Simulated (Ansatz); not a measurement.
Consider Nb in the bcc (W type) structure (space group Im-3m, No. 229; a = 3.2484 Å; relaxed with 0.1 eV smearing). Axes: x, y, z lie along the cube axes.

The values are results of LDA (Ansatz, a program for electronic structure, PAW, no spin-orbit coupling), not measurements.

Strains are applied to the cell and any free atomic positions relax; under biaxial strain the out-of-plane vector relaxes too.

One change was made to it. Results:

The energy goes up by 5.9 meV/atom; the pressure (mean of the normal stresses, compression positive) goes from zero to -2.4 GPa.

**Question.** What was done to the base?
(A) biaxial strain −2.00 %, plane normal [001], relaxed out of plane
(B) biaxial strain +1.00 %, plane normal [001], relaxed out of plane
(C) biaxial strain +1.50 %, plane normal [001], relaxed out of plane

**Answer.** C, biaxial strain +1.50 %, plane normal [001], relaxed out of plane. For comparison, the energy relative to the base in the other runs: biaxial strain −2.00 %, plane normal [001], relaxed out of plane gives +12 meV/atom; biaxial strain +1.00 %, plane normal [001], relaxed out of plane gives +2.7 meV/atom.

Whether these cells are dynamically stable was not tested. The final runs are not spin-polarised.
